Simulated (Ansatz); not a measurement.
The starting structures come from a database of crystals and need not be the phases stable at ambient conditions.

Inside the gap of an insulator the Bloch states are evanescent, with a wavenumber k + iκ along the transport direction.

Here is the system:

```xyz
4
Lattice="3.7721 0.0000 0.0000 -1.8860 8.0111 0.0947 1.8860 0.4057 3.2414" Properties=species:S:1:pos:R:3 pbc="T T T"
Ga     1.8860     6.7946     0.2470
Ga     1.8860     1.6135     3.0903
Se     1.8860     5.8996     2.5538
Se     3.7721     2.6458     1.8637
```

Space group of this cell: R3m. The cell was relaxed by PBE-D3(BJ); by PBEsol its mean pressure is -0.8 GPa.

Transport runs along the normal of the first two printed cell vectors, the (101) plane of the conventional cell.

No gap correction and no spin-orbit coupling; mid-gap values are interpolated between computed energies.

### Question
Give the band gap and the smallest decay constant κ at mid-gap that PBEsol run with Ansatz (a program for electronic structure) yields.

### Answer
Gap 0.71 eV on a 10×10×10 mesh; κ = 0.089 1/Å, at (0.000, 0.500) of the in-plane reciprocal vectors. At the zone centre, at the nearest computed energy, the slowest state has κ = 0.20 1/Å.
